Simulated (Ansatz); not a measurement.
## Ansatz run on TiSi (Fm-3m, 2 atoms in the cell): self-consistent single point

Level of theory: PBE (plane waves, PAW; Ansatz, a program for electronic structure).

The input file:

Ansatz 0.2 input:
```yaml
crystal:
  lattice:
    - [0.00000000, 2.74615300, 2.74615300]
    - [2.74615300, 0.00000000, 2.74615300]
    - [2.74615300, 2.74615300, 0.00000000]
  atoms:
    - { symbol: Si, position: [0.00000000, 0.00000000, 0.00000000] }
    - { symbol: Ti, position: [0.50000000, 0.50000000, 0.50000000] }
basis:
  ecutwfc: 30.9 Ry
kpoints:
  mp_grid: { grid: [5, 5, 5] }
hamiltonian:
  xc: pbe
  pseudopotentials: { kind: paw }
scf:
  occupations: { method: methfessel_paxton, width: 0.0073 Ry }
output:
  forces: true
  eigenvalues: true
  stress: true
```

Output, abridged:

```
WARN ansatz: RAYON_NUM_THREADS=1 ignored (pool sized by the plan → 1); use --threads N
Pseudopotentials: kind: paw
Pseudopotential: Si, paw, valence charge 4
Pseudopotential: Ti, paw, valence charge 12
Crystal: 2 atoms, lattice volume = 41.419 Å³
Basis set: ecut = 420.4159175005146 eV, 869 PW (Γ), exchange–correlation on 54×54×54 points (8 copies of the dense FFT grid, shifted against one another)
Bands: 12, of which v1, the nominal top of the filled ones, is band 8 counted from 1 (7 counted from 0)
Symmetry: 48 space group operations
Space group: Fm-3m (ITA 225), of the structure as read, at distance tolerance 3.5e-5 Å
k-points: 10 of 125
Initial density: superposition of atomic densities (neutral atoms: chi_scale 0, normalization atom), corrected by the library's trained network
Initial wavefunctions: pseudopotential atomic-orbital guess
Eigensolver: davidson
Functional: x = pbe(κ = 0.804, μ = 0.2195149727645171), c = pbe(β = 0.06672455060314922)
SCF iter   1: F=—  HF=-3135.809237 eV  |F-HF|=—  |Δ(HF+E_count)|=         —  Δρ=4.47e-3  dr2=7.39e-3  ethr=1.77e-3  ⟨swp⟩=5.1  Hψ=655  notcnv=0
all-band conjugate gradients solve this SCF's bands
preconditioner: auto → none
SCF iter   2: F=—  HF=-3135.808985 eV  |F-HF|=—  |Δ(HF+E_count)|=   2.53e-4  S|Δr|=    0.00e0  Δρ=2.12e-3  dr2=1.10e-3  ethr=4.62e-5  ⟨swp⟩=1.0  Hψ=200  notcnv=0
SCF iter   3: F=—  HF=-3135.809153 eV  |F-HF|=—  |Δ(HF+E_count)|=   1.68e-4  S|Δr|=    0.00e0  Δρ=2.52e-4  dr2=8.21e-6  ethr=6.85e-6  ⟨swp⟩=2.1  Hψ=138  notcnv=0
SCF iter   4: F=—  HF=-3135.809150 eV  |F-HF|=—  |Δ(HF+E_count)|=   2.67e-6  S|Δr|=    0.00e0  Δρ=1.93e-5  dr2=1.53e-7  ethr=5.13e-8  ⟨swp⟩=2.2  Hψ=167  notcnv=0
SCF iter   5: F=-3135.809150 eV  HF=-3135.809150 eV  |F-HF|=1.18e-9  |Δ(HF+E_count)|=   1.23e-8  S|Δr|=    0.00e0  Δρ=2.57e-6  dr2=1.38e-9  ethr=6.25e-10  ⟨swp⟩=4.9  Hψ=524  notcnv=0
SCF 1 converged in 5 iterations: F = -3135.809150 eV  dr2 = 1.38e-9
SCF converged after 5 iterations
Stability not checked (fill_not_monotonic)
Free energy (F): -3135.809150 eV
Harris-Foulkes:  -3135.809150 eV  (|F-HF|=1.18e-9)
Internal energy: -3135.807915 eV  (E = F + TS)
E sigma→0 (E₀):  -3135.808841 eV
Entropy (-TS):   -0.001236 eV (-0.618 meV/atom)
Fermi energy:    8.252459 eV
--- Per-component energies (eV) ---
  E_band       = -209.290429
  E_kinetic    = 305.283514
  E_local      = -1122.179812  (includes V_loc(G=0)·N_el)
  E_nonlocal   = 34.027069
  E_hartree    = 455.588053
  E_xc         = -150.093829
  E_vxc        = -165.236412  (∫ρ·V_xc dr)
  E_paw        = -1559.653066  (= ΣΔE_a)
  E_vpaw       = -172.360308  (= ΣTr[D̂ρ^β])
  E_aug_tail   = 0.000140  (compensation charges beyond the density's cutoff)
  E_ewald      = -1098.779984
  E_smearing   = -0.001236  (= −TS)
  E_closure    = 0.000000  (closes the sum)
  Σ components = -3135.809150   (vs F -3135.809150, Δ=0.00e0)
--- Forces (eV/Å), atoms counted from 1 ---
  atom   1  Si    -0.00000000     0.00000000     0.00000000
  atom   2  Ti     0.00000000    -0.00000000     0.00000000
  max |Σ_I F_I| component: 6.86e-29 eV/Å
--- Stress (GPa, compression-positive) ---
      -16.619192      -0.000000       0.000000
       -0.000000     -16.619192       0.000000
        0.000000       0.000000     -16.619192
  P = ⅓ Tr σ = -16.6192 GPa (-166.192 kbar)
  The stress holds the Pulay correction. Without it, at fixed plane waves, as pw.x and ABINIT print it: P = -16.6331 GPa
--- Band table (eV; the first three rows and the last of 10) ---
  k-point 0: bands = ["-49.1160", "-25.3334", "-25.3334", "-25.3334", "-0.8922", "8.3860", "8.3860", "8.3860", "8.5391", "8.5391", "10.7493", "10.7493"]
  k-point 1: bands = ["-49.1151", "-25.3456", "-25.3351", "-25.3351", "-0.3490", "7.1621", "7.7027", "7.7027", "8.7332", "8.7332", "9.9791", "11.8914"]
  k-point 2: bands = ["-49.1137", "-25.3652", "-25.3378", "-25.3378", "1.0324", "4.6386", "6.9468", "6.9468", "9.3661", "9.3661", "9.9345", "13.3543"]
  k-point 9: bands = ["-49.1129", "-25.3593", "-25.3514", "-25.3442", "1.5915", "5.3387", "6.2052", "6.8802", "9.2861", "9.6095", "9.8874", "10.0749"]
```

The run converged in 5 iterations.

The starting cell was generated: these elements placed on a structure prototype, without a prior relaxation; it need not be a known phase or ordering of this composition. Spin polarisation is off. With a pressure of about -17 GPa the cell is away from its equilibrium volume at this level. Ansatz's pressure includes its estimate of the finite-basis (Pulay) stress.
